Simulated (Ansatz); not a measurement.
AlB2-type TiB₂ was calculated with PBEsol in Ansatz (plane waves, PAW).

Run with plane-wave cutoff 520 eV, 24×24×18 k mesh (along the axes of the cell as run), Fermi–Dirac smearing 0.05 eV, no spin polarisation, scalar-relativistic PAW data made under PBE.

Shape and atoms are relaxed at each volume.

Pressure at four volumes; x = ln(V/8.370 Å³). One pressure is withheld.

```csv
V (Å³/atom),x,P (GPa)
8.036,-0.0407,11.64
8.370,0.0000,0.00
8.538,0.0199,-5.02
8.705,0.0392,?
```

**Question.** Pass a parabola P(x) through the three rows shown, estimate the bulk modulus and its pressure derivative near zero pressure, and predict the withheld pressure.

**Answer.** Slopes between the rows: (0.00 − (11.64))/(0.0000 − (-0.0407)) = -286.00 and (-5.02 − (0.00))/(0.0199 − (0.0000)) = -252.26 GPa. Their difference over the span 0.0606 is c = 33.74/0.0606 = 556.8 GPa, so P(x) = 11.64 + (-286.00)(x − (-0.0407)) + 556.8 (x − (-0.0407))(x − (0.0000)). At the middle row B = −dP/dx = −[-286.00 + 556.8 × 0.0407] = 263.3 GPa, and B′ = dB/dP = 2c/B = 4.2. At x = 0.0392 the parabola gives -9.47 GPa; the run gives -9.57 GPa. The Birch–Murnaghan fit to the energies at all volumes has B0 = 263 GPa and B′ = 3.9.

Measured, for comparison: bulk modulus 240 GPa (room temperature, no zero-point or thermal correction, sources range from 233 to 250; as tabulated in Synthesis of Binary Transition Metal Nitrides, Carbides and Borides from the …). Computed less measured: bulk modulus +10 % (+5 % to +13 % over the range).

Ansatz is a first-principles code.
